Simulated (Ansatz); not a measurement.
# Eu under a change: 3 layers

Take Eu in the bcc (W type) structure (space group Im-3m, No. 229; a = 4.4472 Å; ferromagnetic) as the base. Axes: x, y, z lie along the cube axes.

One thing is altered: a free-standing slab of 3 layers (3 atoms, 1 a layer) is cut normal to [110], with 15 Å of vacuum and the in-plane cell held at bulk.

Level of theory: r2SCAN (Ansatz, a program for electronic structure; PAW; 500 eV plane waves; without spin-orbit coupling). Settings: 13×13×1 k-points, 0.05 eV Fermi–Dirac smearing, for the changed cell.

| quantity | base | changed | shift |
|---|---|---|---|
| layer's space group (with vacuum) | – | Cmmm (No. 65) | – |
| shortest interatomic distance | 3.851 Å | 3.803 Å | -0.048 Å |
| band gap | zero | zero | – |
| magnetic state | ferromagnetic | ferromagnetic | – |
| excess energy per area of both faces (slab less bulk energy over the cell's area: twice a surface energy) (uncertain by up to 0.03 J/m²) | – | 1.04 J/m² | – |
| thickness between the outermost nuclei | – | 6.17 Å | – |
| change of the spacing d12 from its bulk value of 3.145 Å | – | -1.9 % | – |

Cost of the whole job for the changed cell (relaxation, final SCF and bands): roughly 11 core-minutes.

The magnetic state is the one reached from the starting moments; the real material's order can differ, and small cells can't hold many antiferromagnetic ones. The state of the 4f shell was not checked for lower solutions. Slab and bulk use different k-meshes, which limits the precision of the excess energy. No phonon test of stability was made.
